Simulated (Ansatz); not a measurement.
Element substitutions in hypothetical rutile HgBr2

The reference is HgBr₂ in the rutile structure (space group P4_2/mnm, No. 136; a = 7.008 Å, c = 4.003 Å; a hypothetical phase, not in the database extracts checked).

Each row replaces one element on all its sites; cell and atoms are relaxed.

The values are results of plane-wave PAW DFT at the r2SCAN level (Ansatz, an electronic-structure program, 500 eV), scalar-relativistic without spin-orbit coupling, not measurements.

Question: Only one of these has no band gap. Which?
A) Hg → Zn
B) Br → Se
C) Hg → Cd

Answer: B, Br → Se. Computed: Br → Se: zero; Hg → Zn: 2.55 eV; Hg → Cd: 2.11 eV

Spin-orbit coupling, missing from the scalar runs, can matter with Hg. Whether these cells are dynamically stable was not tested. As relaxed here, HgSe2, ZnBr2 and CdBr2 are hypothetical phases, not in the database extracts checked. The final runs are not spin-polarised. A zero or small gap of HgSe2 can be the functional's error rather than a property of the material.
